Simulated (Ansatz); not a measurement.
Consider the following.

```
SiO2
1.0
    4.15074     0.00000     0.00000
    0.00000     4.15074     0.00000
    0.00000     0.00000     2.66469
Si O
2 4
Cartesian
  0.00000   0.00000   0.00000
  2.07537   2.07537   1.33234
  1.26561   1.26561   0.00000
  3.34098   0.80976   1.33234
  0.80976   3.34098   1.33234
  2.88513   2.88513   0.00000
```

No spin polarisation.

All numbers come from DFT with PBE, PAW potentials and a 420 eV plane-wave cutoff in Ansatz (an electronic-structure program), without spin-orbit coupling. Γ-centred 8×8×12 mesh, Fermi–Dirac width 0.05 eV.

Problem. Estimate the hole mass.

Solution. 1.7 mₑ along c, 1.1 mₑ across (at Γ).

Problem. What is the computed valence-band top at Γ (three highest levels, from the VBM)?

Solution. 0.00, -0.90, -0.90 eV.

The levels and masses belong to the bands next to the band gap. Load acts through the strain it causes; cell and atoms are relaxed under it. Effective masses come from finite differences of ±0.01 Å⁻¹. Stability against distortions was not tested. No other phases were tried under pressure. The cell was made from SiO₂ in the rutile structure (space group P4_2/mnm, No. 136) by this change: pressure 15 GPa.
